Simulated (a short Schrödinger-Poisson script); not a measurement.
System: symmetric double-gate stack, SiO2 on p-type GaAs, at 300 K.

| layer | material | thickness (nm) | Na (cm⁻³) |
|---|---|---|---|
| 1 | SiO2 | 2.1 | - |
| 2 | GaAs | 3 | 8e17 |
| 3 | SiO2 | 2.1 | - |

The device is made up for the run: typed textbook-type constants, with dimensions and the other settings drawn at random. SiO2: permittivity 3.9, conduction-band edge (eV) 3.17, gap (eV) 9, electron mass (mₑ) 0.5. GaAs: permittivity 12.9, conduction-band edge (eV) 0, gap (eV) 1.424, Nv at 300 K (cm⁻³) 9e18.

Channel valleys (confinement mass, in-plane density-of-states mass, number): Γ 0.067, 0.067, 1. At the gates, both at one voltage, the conduction-band edge of layer 1 lies 3.48 eV − eVg above the Fermi level of the channel. Gaps are held at their typed values at every temperature. Mesh 0.03 nm at interfaces.

From a short Schrödinger-Poisson script (our own, NumPy): 1D Poisson equation in equilibrium, electrons quantum, Hartree (BenDaniel-Duke, 12 states a valley, the channel's in-plane mass for all, wave functions ending at the dielectric), parabolic valleys, classical holes, full ionisation, no traps, pinning or gate leakage.

The same stack at other levels of the model or other numerical settings:

```
run                                                                  sheet density of all electrons at Vg = 1.8 V (cm⁻²)  capacitance of both gates at Vg = 1.8 V (μF/cm²)  rough cost against the base
-------------------------------------------------------------------  ---------------------------------------------------  ------------------------------------------------  ---------------------------
base                                                                                                             9.42e12                                              1.77                      about 1
electrons treated as classical, Boltzmann                                                                        2.65e13                                              3.16                          0.2
electrons treated as classical, Fermi-Dirac                                                                      1.44e13                                              1.87                          0.4
electrons treated as quantum, Hartree plus LDA exchange-correlation                                              9.87e12                                              1.79                            2
mesh six times as coarse                                                                                         9.43e12                                              1.77                          0.5
one subband a valley                                                                                             9.42e12                                              1.77                          0.6
```

The classical rows ignore confinement, and Boltzmann statistics overrate the density once the band edge passes the Fermi level.

Above a few 1e12 electrons/cm² a light Γ valley is non-parabolic and upper valleys begin to fill, which the model leaves out.
